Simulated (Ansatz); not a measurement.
Base system: CdS in the zinc blende structure (space group F-43m, No. 216; a = 5.878 Å).

Computed with Ansatz (a quantum-chemistry and plane-wave program), r2SCAN, PAW, cutoff 500 eV, scalar-relativistic without spin-orbit coupling.

Before the change:

Width of the top valence band: 2.16 eV

Now apply this change: an isotropic linear strain of +3.64 %, atoms relaxed at fixed cell.

Task: How does this affect the width of the top valence band and energy relative to the base?

Result: The width of the top valence band decreases by 0.39 eV (2.16 eV → 1.77 eV); the energy rises by 50 meV/atom.

The levels and masses belong to the bands next to the band gap. No phonon test of stability was made.
